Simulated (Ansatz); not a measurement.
The starting structures come from a database of crystals and need not be the phases stable at ambient conditions.

Inside the gap of an insulator the Bloch states are evanescent, with a wavenumber k + iκ along the transport direction.

Input:

```yaml
crystal:
  lattice:
    - [6.36515, 0.00000, 0.00000]
    - [-2.17333, 5.98263, 0.00000]
    - [0.00000, 0.00000, 10.06369]
  atoms:
    - { symbol: Sr, position: [0.20805, 0.20805, 0.50000] }
    - { symbol: Sr, position: [0.20805, 0.20805, 0.00000] }
    - { symbol: Sr, position: [0.47863, 0.85797, 0.75000] }
    - { symbol: Sr, position: [0.85797, 0.47863, 0.25000] }
    - { symbol: Sn, position: [0.90405, 0.45601, 0.75000] }
    - { symbol: Sn, position: [0.45601, 0.90405, 0.25000] }
    - { symbol: S, position: [0.09964, 0.64452, 0.55660] }
    - { symbol: S, position: [0.64452, 0.09964, 0.44340] }
    - { symbol: S, position: [0.09964, 0.64452, 0.94340] }
    - { symbol: S, position: [0.64452, 0.09964, 0.05660] }
    - { symbol: S, position: [0.50944, 0.38372, 0.75000] }
    - { symbol: S, position: [0.38372, 0.50944, 0.25000] }
    - { symbol: S, position: [0.09443, 0.95259, 0.25000] }
    - { symbol: S, position: [0.95259, 0.09443, 0.75000] }
```

Space group of this cell: Ama2. The cell is taken as given; by PBEsol its mean pressure is -1.3 GPa.

Transport runs along the normal of the first two printed cell vectors.

The gap is the functional's own. No spin-orbit coupling. Mid-gap values are interpolated on the energy grid.

Question: Give the band gap and the smallest decay constant κ at mid-gap that PBEsol run with Ansatz (a first-principles code) yields.

Answer: Gap 2.46 eV on a 6×6×4 mesh; κ = 0.212 1/Å, at the zone centre.
